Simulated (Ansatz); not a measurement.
BeTe, element substitutions

Base system: BeTe in the zinc blende structure (space group F-43m, No. 216; a = 5.604 Å).

Each row replaces one element on all its sites; cell and atoms are relaxed.

Level of theory: Kohn–Sham DFT with the PBEsol functional, run in Ansatz (a first-principles code) with PAW and 420 eV plane waves, spin-orbit coupling left out.

```
change   band gap  shortest interatomic distance
-------  --------  -----------------------------
base      1.84 eV                        2.427 Å
Te → S    2.91 eV                        2.095 Å
Te → Se   2.47 eV                        2.221 Å
Be → B       zero                        2.325 Å
Te → Cd      zero                        2.406 Å
```

Spin-orbit coupling, missing from the scalar runs, can matter with Te. Whether these cells are dynamically stable was not tested. As relaxed here, BTe and BeCd are hypothetical phases, not in the database extracts checked. The final runs are not spin-polarised. An odd electron count without spin: BTe.
